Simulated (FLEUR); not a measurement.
A self-consistent single point of LaC2 (I4/mmm, 3 atoms in the cell) with FLEUR.

Method: PBEsol, all-electron FLAPW (FLEUR), scalar-relativistic valence in FLEUR.

The change in words: lattice scaled by 0.98. Reference geometry:
```xyz
3
Lattice="-1.9772 1.9772 3.2882 1.9772 -1.9772 3.2882 1.9772 1.9772 -3.2882" Properties=species:S:1:pos:R:3 pbc="T T T"
La     0.0000     0.0000     0.0000
C      0.0000     0.0000     2.6428
C      0.0000     0.0000     3.9337
```

Reference input (self-consistent single point, DFT, PBEsol, all-electron FLAPW (FLEUR), scalar-relativistic valence): Kmax = 4.8 1/bohr; GmaxXC = 19.2 1/bohr; xcFunctional = PBEs; jspins = 1; l_soc = F; mode = hist; fermiSmearingEnergy = 0.00367493 Htr; mesh (inpgen div1-3) = 14 14 14; inpgen gamma flag = true; Gmax = 19.2 1/bohr; numbands = 0; maxIterBroyd = 25. This run's input differs from it in these lines:

```diff
@@ -3,5 +3,5 @@
 &input film=f /
--3.7363192505 3.7363192505 6.2138824807
-3.7363192505 -3.7363192505 6.2138824807
-3.7363192505 3.7363192505 -6.2138824807
+-3.6615938103 3.6615938103 6.0896046421
+3.6615938103 -3.6615938103 6.0896046421
+3.6615938103 3.6615938103 -6.0896046421
 1.0
@@ -45,5 +45,5 @@
          <bravaisMatrix>
-            <row-1>   -3.7363192504999998     3.7363192504999998     6.2138824806999997</row-1>
-            <row-2>    3.7363192504999998    -3.7363192504999998     6.2138824806999997</row-2>
-            <row-3>    3.7363192504999998     3.7363192504999998    -6.2138824806999997</row-3>
+            <row-1>   -3.6615938102999999     3.6615938102999999     6.0896046421000003</row-1>
+            <row-2>    3.6615938102999999    -3.6615938102999999     6.0896046421000003</row-2>
+            <row-3>    3.6615938102999999     3.6615938102999999    -6.0896046421000003</row-3>
          </bravaisMatrix>
```

The program printed (abridged):

```
 Iteration:     1   Distance:      18.29285628 me/bohr^3
 Iteration:     2   Distance:      16.55826273 me/bohr^3
 Iteration:     3   Distance:       7.62936850 me/bohr^3
 Iteration:     4   Distance:       6.35212742 me/bohr^3
 Iteration:     5   Distance:       2.51104731 me/bohr^3
   [... 7 lines left out ...]
 Iteration:    13   Distance:       0.00081852 me/bohr^3
 Iteration:    14   Distance:       0.00014951 me/bohr^3
 Iteration:    15   Distance:       0.00002975 me/bohr^3
 Iteration:    16   Distance:       0.00000899 me/bohr^3
 Reset of history
 Run finished successfully
 Stop message:
   Structural relaxation: new displacements generated

[file out, last iteration]
             iter=     17
[...]
          total density-effective poten   -1.4432013135E+04
          total charge density-energy d   -2.1130996960E+02
 Updated energy parameters for spin:           1
[...]
 fermi energy and band-weighting factors:

[...]
FERMIE:
          first approx. to ef    (T=0)  :   0.457506 htr   (energy of the highest occ. eigenvalue)
          number of occ. states  (T=0)  :       2324
          first approx. to seigv (T=0)  :   0.437095 htr
          sum of weights of occ. states :   9.503280
          sum of semicore charge        :   0.000000 e
FERHIS:  Fermi-Energy by histogram:
          bandgap                     :   0.000458 htr
   [... lines left out ...]
          charge neutrality (T=0)     :   0.006560    (zero if the highest occ. eigenvalue is "entirely" occupied)
     EF_NEWTON:  Adjust Fermi-Energy by Newton-Method.
 Direct bandgap for spin            1 :    7.3987468948929491E-003  Htr
 ---->    free energy=                     -8570.2875023117 htr
   [... lines left out ...]
      extrapolation for T->0
 ---->    total electron energy=           -8570.2869218473 htr
 ***** TOTAL FORCES ON ATOMS *****
 TOTAL FORCE FOR ATOM TYPE=  1  X=  0.000   Y=  0.000   Z=  0.000
                       FX_TOT= 0.000000 FY_TOT= 0.000000 FZ_TOT= 0.000000
 TOTAL FORCE FOR ATOM TYPE=  2  X=  0.000   Y=  0.000   Z=  4.894
                       FX_TOT= 0.000000 FY_TOT= 0.000000 FZ_TOT=-0.036427
```

The run converged in 16 iterations. FLEUR gives forces in its relaxation mode, with a further iteration, so its stop message speaks of a relaxation. Against the reference run the free energy goes up by 7.5 meV/atom and the largest force goes from 0.440 to 1.873 eV/Å.

The starting cell comes from a database of computed structures (which also holds hypothetical and non-ambient phases and stackings), without a prior relaxation at this level. Its lattice was rescaled by a random factor within 2.5 % of one. For this run, on top of that: lattice scaled by 0.98. Values depend on the basis (sphere radii, cutoffs, local orbitals), which need not be converged. Forces in this geometry exceed 1 eV/Å. The log's line on a gap gives a spacing of levels on this mesh, which the program prints for metals too.

Cost on one core of a shared machine: roughly 8 min.
